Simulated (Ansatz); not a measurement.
Take MoTe₂ in the 2H-MoS2 type structure (space group P6_3/mmc, No. 194; a = 3.4967 Å, c = 13.6973 Å; layered, stacked along the Cartesian z axis) as the base.

Level of theory: PBE-D3(BJ) (Ansatz, a program for electronic structure), scalar-relativistic without spin-orbit coupling, earlier PAW set.

Before the change:

| Item | Value |
|---|---|
| Band gap | 0.60 eV |
| c/a ratio | 3.917 |
| Shortest interatomic distance | 2.716 Å |
| Density | 8.04 g/cm³ |

It is then changed as follows: cell and atoms relaxed at a pressure of 7.5 GPa.

Question: How does this affect the band gap?

Answer: The band gap becomes zero (base: 0.60 eV).

Question: Estimate the effect on the c/a ratio.

Answer: The c/a ratio falls by 0.074 to 3.843.

Question: What happens to the shortest interatomic distance?

Answer: The shortest interatomic distance falls by 0.035 Å to 2.681 Å.

Question: Estimate the effect on the density.

Answer: The density increases by 0.93 g/cm³ (8.04 g/cm³ → 8.97 g/cm³).

With Te present, leaving out spin-orbit coupling can change the band edges. Load acts through the strain it causes; cell and atoms are relaxed under it. No phonon test of stability was made. No other phases were tried under pressure. All final runs are without spin polarisation. Gaps under 0.05 eV, about the width of the smearing, are given as zero. The program warned that a D3 coordination switch lies within reach, so dispersion energies are less smooth here. The zero or small gap of MoTe2 under pressure 7.5 GPa can change with the level of theory.
